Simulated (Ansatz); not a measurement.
Take BaTiO3 (space group R3m, No. 160) as the base.

```yaml
crystal:
  lattice:
    - [2.84011, 1.63974, 2.33159]
    - [-2.84011, 1.63974, 2.33159]
    - [0.00000, -3.27947, 2.33159]
  atoms:
    - { symbol: Ba, position: [0.00127, 0.00127, 0.00127] }
    - { symbol: Ti, position: [0.51469, 0.51469, 0.51469] }
    - { symbol: O, position: [0.48822, 0.97869, 0.48822] }
    - { symbol: O, position: [0.48822, 0.48822, 0.97869] }
    - { symbol: O, position: [0.97869, 0.48822, 0.48822] }
```

Cartesian axes are those of the cell as printed.

The values are results of r2SCAN in Ansatz (plane waves to 500 eV, PAW, spin-orbit coupling left out), earlier PAW set, not measurements.

One thing is altered: every lattice vector is stretched by 1.05 %, atoms relaxed at fixed cell.

Q: Predict the stress tensor and what it implies for the stiffness.

A: Stress of the strained cell less that of the base (GPa, compression positive):
```
  -3.48    0.00    0.00
   0.00   -3.48    0.00
   0.00    0.00   -2.87
```

Then B = −ΔP/(ΔV/V₀) with ΔV/V₀ = 0.0318 gives secant stiffness values (nonlinear terms included at this strain): B (at held cell shape, above the free-shape value) ≈ 103 GPa.

As a check, the harmonic strain energy −½ V₀ Δσ:ε is 4.2 meV/atom; the computed energy rise is 4.4 meV/atom.

Whether these cells are dynamically stable was not tested. All final runs are without spin polarisation. This is not the structure that BaTiO3 has at room temperature and ambient pressure.

Ansatz is a quantum-chemistry and plane-wave program.
